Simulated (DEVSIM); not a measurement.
System: Al/SiO2/n-InP capacitor, at 450 K.

```tsv
layer (left to right)	material	thickness (nm)	Nd (cm⁻³)
1	SiO2	30.0	-
2	InP	7700	6.6e15
```

Metal gate on the left, work function 4.1 eV. Fixed charge at the semiconductor interface 0 cm⁻² (in units of +e); no interface traps.

Constants are typed, rounded textbook-type inputs, not results; the design itself was drawn at random and stands for no fabricated device. Values at 300 K; Nc and Nv go as T^1.5, mobilities as T to minus their exponent, the gap by Varshni's rule with the affinity fixed.

```
parameter         SiO2       InP
----------------  ----  --------
gap (eV)             9     1.344
affinity (eV)      0.9      4.38
permittivity       3.9      12.5
Nc (cm⁻³)            -    5.7e17
Nv (cm⁻³)            -    1.1e19
Varshni α (eV/K)     -  0.000363
Varshni β (K)        -       162
```

Model (solved in DEVSIM): 1D Poisson equation in equilibrium, Boltzmann statistics, complete ionisation; no quantum confinement or tunnelling. Metal contacts follow the ideal Schottky-Mott rule: no Fermi-level pinning, no interface dipoles.

Tabulate band edges, carrier densities and field at -1.3 V on the gate.

Energies count from the Fermi level of the right contact; mesh points crowd at the junctions.

| x (μm) | Ec (eV) | Ev (eV) | n (cm⁻³) | p (cm⁻³) | field (V/cm) |
|---|---|---|---|---|---|
| 0.000 | 4.500 | -4.500 | < 1e2 | < 1e2 | -98000 |
| 0.001762 | 4.483 | -4.517 | < 1e2 | < 1e2 | -98000 |
| 0.005987 | 4.441 | -4.559 | < 1e2 | < 1e2 | -98000 |
| 0.01598 | 4.343 | -4.657 | < 1e2 | < 1e2 | -98000 |
| 0.02645 | 4.240 | -4.760 | < 1e2 | < 1e2 | -98000 |
| 0.02925 | 4.213 | -4.787 | < 1e2 | < 1e2 | -98000 |
| 0.03064 | 0.724 | -0.571 | 8.2e9 | 8.2e12 | -31000 |
| 0.03537 | 0.709 | -0.585 | 1.2e10 | 5.6e12 | -30000 |
| 0.04572 | 0.679 | -0.616 | 2.6e10 | 2.6e12 | -29000 |
| 0.07244 | 0.604 | -0.690 | 1.8e11 | 3.8e11 | -27000 |
| 0.1415 | 0.444 | -0.851 | 1.1e13 | 6.0e9 | -20000 |
| 0.4235 | 0.204 | -1.090 | 5.4e15 | 1.2e7 | -1200 |
| 1.048 | 0.196 | -1.098 | 6.6e15 | 1.0e7 | ≈ 0 |
| 2.662 | 0.196 | -1.098 | 6.6e15 | 1.0e7 | ≈ 0 |
| 6.081 | 0.196 | -1.098 | 6.6e15 | 1.0e7 | ≈ 0 |
| 7.092 | 0.196 | -1.098 | 6.6e15 | 1.0e7 | ≈ 0 |
| 7.484 | 0.196 | -1.098 | 6.6e15 | 1.0e7 | ≈ 0 |
| 7.635 | 0.196 | -1.098 | 6.6e15 | 1.0e7 | ≈ 0 |
| 7.705 | 0.196 | -1.098 | 6.6e15 | 1.0e7 | ≈ 0 |
| 7.721 | 0.196 | -1.098 | 6.6e15 | 1.0e7 | ≈ 0 |
| 7.727 | 0.196 | -1.098 | 6.6e15 | 1.0e7 | ≈ 0 |
| 7.730 | 0.196 | -1.098 | 6.6e15 | 1.0e7 | ≈ 0 |
